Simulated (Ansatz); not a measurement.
InAs (model structure, started from the BN type, Pm-3n, No. 223, 12 atoms in the cell), treated with r²SCAN+rVV10 (Ansatz, a program for electronic structure, plane waves, PAW).

Run with plane-wave cutoff 560 eV, 6×6×6 k mesh, Fermi–Dirac smearing 0.01 eV, scalar-relativistic PAW data made under PBE.

Cell (relaxed at this level):

Space group Pm-3n (No. 223); a = 7.4956 Å, b = 7.4956 Å, c = 7.4956 Å, α = 90.00°, β = 90.00°, γ = 90.00°

| atom | site | symmetry | x | y | z |
|---|---|---|---|---|---|
| In | 6c | -4m.2 | 0.0000 | 0.5000 | 0.2500 |
| As | 6d | -4m.2 | 0.0000 | 0.2500 | 0.5000 |

### Question
What does this level give for the band gap?

### Answer

- band gap = 0.15 eV (on the SCF k mesh)

Note: the relaxation could raise the start's symmetry but not lower it, so the cell can be a saddle point.

Spin–orbit coupling is not included.

Computed values are for the static lattice.

Computing time: around 6 core-minutes (rough).

A model structure was made by putting elements into a prototype or built by hand; it is no filed structure, need not be a known phase, and can be a saddle point held by its symmetry.
